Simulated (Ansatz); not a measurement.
Start from Sb (space group R-3m, No. 166; a = 4.320 Å, c = 11.023 Å (hexagonal axes); relaxed with 0.1 eV smearing). Axes: x lies along a and z along c of the hexagonal cell.

(Cell as relaxed with PBE-D3(BJ).)

Levels (all Ansatz, a first-principles code, PAW): PBE-D3(BJ) (420 eV, without spin-orbit coupling); r2SCAN+rVV10 (500 eV, no spin-orbit coupling).

Each level relaxes its own structure.

```json
[
 {"base": "volume per atom", "PBE-D3(BJ)": "29.69 Å³", "r2SCAN+rVV10": "30.63 Å³"},
 {"base": "lattice parameter a", "PBE-D3(BJ)": "4.320 Å", "r2SCAN+rVV10": "4.326 Å"},
 {"base": "band gap", "PBE-D3(BJ)": "zero", "r2SCAN+rVV10": "zero"}
]
```

The change: tensile biaxial strain of 0.44 % in the plane normal to [001], as in epitaxy on a mismatched substrate; the out-of-plane cell vector and the atoms relax.

```json
[
 {"quantity": "shortest interatomic distance", "PBE-D3(BJ)": "2.939 Å", "r2SCAN+rVV10": "(withheld)"},
 {"quantity": "pressure (mean of the normal stresses, compression positive)", "PBE-D3(BJ)": "-0.3 GPa", "r2SCAN+rVV10": "(withheld)"},
 {"quantity": "out-of-plane strain", "PBE-D3(BJ)": "-0.49 %", "r2SCAN+rVV10": "(withheld)"}
]
```

### Question
Predict the r2SCAN+rVV10 column.

### Answer

- shortest interatomic distance, r2SCAN+rVV10: 2.926 Å
- pressure (mean of the normal stresses, compression positive), r2SCAN+rVV10: -0.3 GPa
- out-of-plane strain, r2SCAN+rVV10: -0.52 %

PBE-D3(BJ)'s shortest interatomic distance lies 0.013 Å above r2SCAN+rVV10's (0.4 %); the two agree on the pressure. Neither level is exact; r2SCAN+rVV10 is the comparison here, not a measurement.

Spin-orbit coupling, missing from the scalar runs, can matter with Sb. No phonon test of stability was made.
